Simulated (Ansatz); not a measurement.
Consider Al in the fcc (Cu type) structure (space group Fm-3m, No. 225; relaxed with 0.1 eV smearing).

```xyz
1
Lattice="0.0000 1.9968 1.9968 1.9968 0.0000 1.9968 1.9968 1.9968 0.0000" Properties=species:S:1:pos:R:3 pbc="T T T"
Al     0.0000     0.0000     0.0000
```

The values are results of r2SCAN (Ansatz, a first-principles code; PAW; 500 eV plane waves; no SOC), not measurements.

For the base:

The pressure is 0.0 GPa.

Now apply this change: every lattice vector is stretched by 1.50 %; the atoms relax in the strained cell.

What does the calculation give for the energy relative to the base after the change?

The energy grows by 8.8 meV/atom.

Estimate the effect on the pressure.

The pressure goes from zero to -3.7 GPa.

Whether these cells are dynamically stable was not tested.
